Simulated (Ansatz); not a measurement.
A computed series for CdS: response to strain

Take CdS in the zinc blende structure (space group F-43m, No. 216; a = 5.757 Å) as the base.

Strains are applied to the cell and any free atomic positions relax.

All numbers come from DFT with LDA, PAW potentials and a 420 eV plane-wave cutoff in Ansatz (a first-principles code), spin-orbit coupling left out.

```csv
isotropic strain (%),pressure (GPa)
-2.5,6.2
-1.5,3.4
-1,2.2
-0.5,1.1
0,0.0
0.5,?
1,-1.9
2,-3.5
2.5,-4.3
```

Question: Fit P = P₀ − Bδ + Cδ² with δ = (1 + ε)³ − 1 to the rows shown and predict the withheld row.

Answer: Least squares on the printed values gives P₀ = 0.0 GPa, B = 69.9 GPa, C = 193 GPa (largest residual 0.1 GPa); this predicts -1.0 GPa, and the run gives -1.0 GPa, in agreement.

No phonon test of stability was made.
